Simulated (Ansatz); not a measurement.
**Stackings of blue-P on blue-P**

Shifts are of the upper layer in fractions of its own cell; each row is held in its registry by symmetry or ends near it. The vacuum step is the top level less the bottom one. Sheets (blue-P a predicted or substrate-bound sheet, here free).

Levels used, each named beside its values: PBE+D3(BJ) (plane waves to 420 eV, PAW; Ansatz, a first-principles code); PBE (plane waves to 420 eV, PAW; Ansatz); r2SCAN (plane waves to 500 eV, PAW; Ansatz). Geometries and values that name no level are of the first. Spin–orbit coupling is left out; PBE gaps are too small against experiment. A dipole correction is on.

```tsv
registry and contact	space group	spacing (Å)	energy over the lowest (meV/Å²)	vacuum step (eV)	PBE gap (eV)
antiparallel, no shift; facing P atop P	P-6m2	3.90	8.3	0.00	1.50
antiparallel, shifted by (1/3,2/3); facing atoms over hollows or bridges	P3m1	3.06	0.4	-0.10	0.97
parallel, no shift; facing atoms over hollows or bridges	P-3m1	3.10	0.0	0.00	0.89
parallel, shifted by (1/3,2/3); facing P atop P	P-3m1	3.85	7.9	0.00	1.47
parallel, shifted by (2/3,1/3); facing atoms over hollows or bridges	P-3m1	3.32	3.6	0.00	1.21
```
